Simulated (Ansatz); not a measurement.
Effect of isotropic strain −1.50 % on MoSi2

Take MoSi$_{2}$ (space group I4/mmm, No. 139; a = 3.1901 Å, c = 7.8220 Å; relaxed with 0.1 eV smearing) as the base.

One thing is altered: every lattice vector is shortened by 1.50 %; the atoms relax in the strained cell.

Computed with PBEsol, PAW, 420 eV (Ansatz, a program for electronic structure; scalar-relativistic without spin-orbit coupling). k-mesh 25×25×25 (Γ-centred); smearing 0.1 eV (Fermi–Dirac).

The volume per atom decreases by 0.59 Å³ (13.27 Å³ → 12.68 Å³) and the space group is still I4/mmm (No. 139). The shortest interatomic distance shrinks by 0.0287 Å to 2.552 Å and the energy rises by 19 meV/atom. The pressure (mean of the normal stresses, compression positive) goes from zero to 11.0 GPa and the band gap stays zero.

Final structure:

```yaml
crystal:
  lattice:
    - [-1.57111, 1.57111, 3.85234]
    - [1.57111, -1.57111, 3.85234]
    - [1.57111, 1.57111, -3.85234]
  atoms:
    - { symbol: Si, position: [0.66560, 0.66560, 0.00000] }
    - { symbol: Si, position: [0.33440, 0.33440, 0.00000] }
    - { symbol: Mo, position: [0.00000, 0.00000, 0.00000] }
```

No phonon test of stability was made. The final runs are not spin-polarised.
